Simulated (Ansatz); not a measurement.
The structure below was relaxed with PBEsol in Ansatz (plane waves to 420 eV, PAW, no spin-orbit coupling), at pressure 18 GPa.

```
CELL_PARAMETERS angstrom
      3.00251     0.00000     0.00000
     -1.50125     2.60025     0.00000
      0.00000     0.00000     4.96333
ATOMIC_POSITIONS crystal
  Zr 0.33333 0.66667 0.75000
  Zr 0.66667 0.33333 0.25000
```

Find the space group and the Wyckoff positions.

Space group P6₃/mmc (No. 194); a = 3.0025 Å, b = 3.0025 Å, c = 4.9633 Å, α = 90.00°, β = 90.00°, γ = 120.00°

| atom | site | symmetry | x | y | z |
|---|---|---|---|---|---|
| Zr | 2d | -6m2 | 0.6667 | 0.3333 | 0.2500 |

Describe the coordination.

The crystal has 2 atoms in its conventional cell. Cell: a = b = 3.0025 Å, c = 4.9633 Å, α = β = 90.00°, γ = 120.00°. Zr is surrounded by 12 Zr at 3.003–3.027 Å (anticuboctahedral). (Neighbours: up to the widest gap in distance over summed covalent radii, below 1.35, at either atom.)

Load acts through the strain it causes; cell and atoms are relaxed under it. Whether these cells are dynamically stable was not tested. All final runs are without spin polarisation. Measured, Zr leaves this structure (for the ω phase) near 3 GPa (temperature not stated; as listed in C. Cazorla, D. Alfè, M. J. Gillan, Physical Review B (2008)). The cell was made from Zr in the hcp (Mg type) structure (space group P6_3/mmc, No. 194) by this change: pressure 18 GPa.

Ansatz is a program for electronic structure.
